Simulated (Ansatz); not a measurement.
## CuI under a change: uniaxial strain ε_xx = −0.54 %

The reference is CuI in the zinc blende structure (space group F-43m, No. 216; a = 5.939 Å). Axes: x, y, z lie along the cube axes.

Perturbation: uniaxial strain ε_xx = −0.54 %, all other strain components held at zero, atoms relaxed at fixed cell.

All numbers come from Ansatz (a first-principles code), PBEsol, PAW, cutoff 420 eV, spin-orbit coupling left out, earlier PAW set. Settings: 10×10×10 k-points, 0.05 eV Fermi–Dirac smearing.

| quantity | base | changed | shift |
|---|---|---|---|
| space group | F-43m (No. 216) | I-4m2 (No. 119) | – |
| shortest interatomic distance | 2.572 Å | 2.567 Å | -0.005 Å |
| energy relative to the base (free energy F) | 0 meV/atom | +0.1 meV/atom | +0.1 meV/atom |
| band gap | 1.17 eV | 1.18 eV | +0.01 eV |
| gap character | direct at Γ | direct at Γ | – |
| electron mass | 0.14 mₑ (at Γ) | 0.14 mₑ (at Γ) | – |
| valence-band top at Γ (three highest levels, from the VBM) | 0.00, 0.00, 0.00 eV | 0.00, -0.01, -0.01 eV | – |
| valley order (the lowest conduction-band minima on the path, energy above the VBM, named in the base's zone) | Γ 1.17 eV; L along ⟨111⟩ 2.11 eV; X along ⟨100⟩ 2.47 eV | Γ 1.18 eV; L along [1-1-1] 2.11 eV; X along [100] 2.44 eV; X along [001] 2.46 eV | – |
| stress (xx, yy, zz, yz, xz, xy; compression positive) | – | (0.33, 0.23, 0.23, 0.00, 0.00, 0.00) GPa | – |

Final structure:

```
CuI
1.0
    0.00000     2.96952     2.96952
    2.95348     0.00000     2.96952
    2.95348     2.96952     0.00000
I Cu
1 1
Direct
  0.75000   0.75000   0.75000
  0.00000   0.00000   0.00000
```

Cost of the whole job for the changed cell (relaxation, final SCF and bands): roughly 50 core-seconds.

Spin-orbit coupling, missing from the scalar runs, can matter with I. Effective masses come from finite differences of ±0.01 Å⁻¹. Stability against distortions was not tested. All final runs are without spin polarisation. k-point labels follow each cell's own Brillouin zone.
